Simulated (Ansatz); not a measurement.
The parent structure is ZnS in the zinc blende structure (space group F-43m, No. 216; a = 5.357 Å).

Levels (all Ansatz, a first-principles code, PAW, earlier PAW set): PBEsol (420 eV, spin-orbit coupling left out); HSE06+SOC (420 eV, noncollinear with spin-orbit coupling).

Its gap is 2.08 eV with PBEsol and 3.43 eV with HSE06+SOC.

The change: Cd takes the place of Zn on all its sites, then cell and atoms are relaxed.

With PBEsol the gap becomes 1.01 eV.

Problem. If the HSE06+SOC correction stayed the same, what would the HSE06+SOC gap be, and what does the HSE06+SOC run give?

Solution. A rigid correction of +1.35 eV gives 2.36 eV. The HSE06+SOC run gives 2.15 eV, so the correction itself changes by -0.21 eV.

Single points use the geometry relaxed with PBEsol. Differences between runs with and without spin-orbit coupling are approximate. Whether these cells are dynamically stable was not tested.
